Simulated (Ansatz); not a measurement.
Given:

End structure of the (111) surface of silicon in its 1x1 cell, relaxed from an ideal cut (the real face may reconstruct), outermost plane spacing 0.79 Å in the ideal cut:

```xyz
10
Lattice="3.8679 0.0000 0.0000 -1.9339 3.3497 0.0000 0.0000 0.0000 29.5000" Properties=species:S:1:pos:R:3 pbc="T T T"
Si     0.0000     0.0000     8.1912
Si     0.0000     2.2331     8.8229
Si     0.0000     2.2331    11.2118
Si     1.9339     1.1166    11.9836
Si     1.9339     1.1166    14.3569
Si     0.0000     0.0000    15.1431
Si     0.0000     0.0000    17.5164
Si     0.0000     2.2331    18.2882
Si     0.0000     2.2331    20.6771
Si     1.9339     1.1166    21.3088
```

Slab: 10 atoms, 13.4 Å thick at the start; k 8x8x1, smearing 0.025 eV, dipole-corrected; single point; on the structure that PBE left under its start's symmetry; no spin (no spin-polarised run to compare, though such a face may carry moments), no spin-orbit, no U. The slab shows no gap on its mesh.

### Question
Predict the surface energy (mean of both faces) from r2SCAN, at the PBE geometry run with Ansatz (a quantum-chemistry and plane-wave program).

### Answer
1.74 J/m²

### Question
Estimate the work function of the top face that r2SCAN, at the PBE geometry returns for this input.

### Answer
4.72 eV

### Question
Give the ionisation potential (bulk valence edge below the top vacuum level) at the level r2SCAN, at the PBE geometry.

### Answer
5.04 eV
